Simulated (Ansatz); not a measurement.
Start from HfC in the rock salt structure (space group Fm-3m, No. 225; a = 4.651 Å; relaxed with 0.1 eV smearing).

Calculations: PBE, PAW, 420 eV (Ansatz, a quantum-chemistry and plane-wave program; scalar-relativistic without spin-orbit coupling).

Strains are applied to the cell and any free atomic positions relax.

One change was made to it. Results:

The energy goes up by 8.0 meV/atom; the pressure goes from zero to -6.6 GPa.

Task: What was done to the base?
A) isotropic strain +1.00 %
B) isotropic strain −2.50 %
C) isotropic strain −1.00 %
D) isotropic strain +2.00 %

Result: A, isotropic strain +1.00 %. For comparison, the pressure in the other runs: isotropic strain −1.00 % gives 7.5 GPa; isotropic strain −2.50 % gives 20.6 GPa; isotropic strain +2.00 % gives -12.4 GPa.

Stability against distortions was not tested. The final runs are not spin-polarised.
